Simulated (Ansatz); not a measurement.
Here is the system:

```yaml
crystal:
  lattice:
    - [2.50157, 0.00000, 0.00000]
    - [-1.25079, 2.16643, 0.00000]
    - [0.00000, 0.00000, 4.21105]
  atoms:
    - { symbol: B, position: [0.33333, 0.66667, 0.00060] }
    - { symbol: B, position: [0.66667, 0.33333, 0.50060] }
    - { symbol: N, position: [0.33333, 0.66667, 0.37440] }
    - { symbol: N, position: [0.66667, 0.33333, 0.87440] }
```

Level of theory: PBE, rigid bands (plane waves, PAW, scalar-relativistic; Ansatz, a program for electronic structure). Condition of this run: biaxial stress in the c plane of 18 GPa (compression positive) (the target of the relaxation). Cell: cell and atoms relaxed with PBEsol, then loaded as said.

Task: What conductivity effective mass do dilute electrons have at 300 K?

Result: 0.50 (x), 0.50 (y), 0.31 (z) mₑ.

Task: What conductivity effective mass do dilute holes have at 300 K?

Result: 0.81 (x), 0.81 (y), 1.34 (z) mₑ.

Task: And the band gap?

Result: 5.03 eV at this level; semilocal functionals usually fall short of the measured gap.

Rigid bands, one relaxation time for all states, no polarons. Spin-orbit coupling is left out. Geometry: cell and atoms relaxed with PBEsol.
